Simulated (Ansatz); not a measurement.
LiF under a change: isotropic strain −3.00 %

Consider LiF in the rock salt structure (space group Fm-3m, No. 225; a = 4.068 Å).

The change: an isotropic linear strain of −3.00 %, atoms relaxed at fixed cell.

Calculations: Ansatz (an electronic-structure program), PBE, PAW, cutoff 420 eV, no spin-orbit coupling. k-mesh 14×14×14 (Γ-centred); smearing 0.05 eV (Fermi–Dirac).

```json
[
 {"quantity": "space group", "base": "Fm-3m (No. 225)", "changed": "Fm-3m (No. 225)", "shift": "–"},
 {"quantity": "shortest interatomic distance", "base": "2.034 Å", "changed": "1.973 Å", "shift": "-0.061 Å"},
 {"quantity": "energy relative to the base (free energy F)", "base": "0 meV/atom", "changed": "+16 meV/atom", "shift": "+16 meV/atom"},
 {"quantity": "pressure", "base": "0.00 GPa", "changed": "7.42 GPa", "shift": "+7.42 GPa"},
 {"quantity": "band gap", "base": "8.83 eV", "changed": "9.66 eV", "shift": "+0.83 eV"},
 {"quantity": "gap character", "base": "direct at Γ", "changed": "direct at Γ", "shift": "–"},
 {"quantity": "mean gap deformation potential ΔEg/Δln V", "base": "–", "changed": "-9.1 eV", "shift": "–"},
 {"quantity": "width of the top valence band", "base": "0.95 eV", "changed": "1.09 eV", "shift": "+0.14 eV"},
 {"quantity": "electron mass", "base": "0.86 mₑ (at Γ)", "changed": "0.92 mₑ (at Γ)", "shift": "–"},
 {"quantity": "valley order (the lowest conduction-band minima on the path, energy above the VBM, named in the base's zone)", "base": "Γ 8.83 eV", "changed": "Γ 9.66 eV; L along ⟨111⟩ 11.13 eV", "shift": "–"}
]
```

Effective masses come from finite differences of ±0.01 Å⁻¹. Whether these cells are dynamically stable was not tested.
